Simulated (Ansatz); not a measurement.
Defect migration in bcc W: W vacancy, neutral cell. The step: one W atom jumps into the vacancy from a nearby W site; the atom moves 2.69 Å along (-0.49, -0.49, 0.48) of the unit cell; the moving atom starts with neighbours 2 W at 2.73, 2 W at 2.76, 2 W at 2.76, W at 2.77, W at 3.14, 2 W at 3.15, 2 W at 3.20, W at 3.23 Å and ends with 2 W at 2.73, 2 W at 2.76, 2 W at 2.76, W at 2.77, W at 3.14, 2 W at 3.15, 2 W at 3.20, W at 3.23 Å. DFT values are from Ansatz (plane-wave PAW, 420 eV unless said) in a cell of 36 host sites, spin-restricted, static, with no finite-size correction. Forms of the defect that were not tried may lie lower. For the PBE band: the saddle point's order was not checked, and it lies on a symmetry element of the cell, where a band can be held.

```tsv
Level	Forward barrier (eV)	Cost of the band or of the saddle's single point
CHGNet universal potential (has no charge state), its own band	0.87	-
PBE, a 2×2×3 k-point mesh shifted by half a step, band relaxed	1.57	very roughly 70 core-minutes
PBE, a 3×3×5 k-point mesh shifted by half a step, same geometries	1.65	very roughly 8 core-minutes
r2SCAN at 500 eV, a 2×2×3 k-point mesh shifted by half a step, same geometries	___	around 5 core-minutes (rough)
```

Some entries are withheld; supply them.


- r2SCAN at 500 eV, a 2×2×3 k-point mesh shifted by half a step, same geometries, Forward barrier (eV): 1.73

Ansatz is a first-principles code.
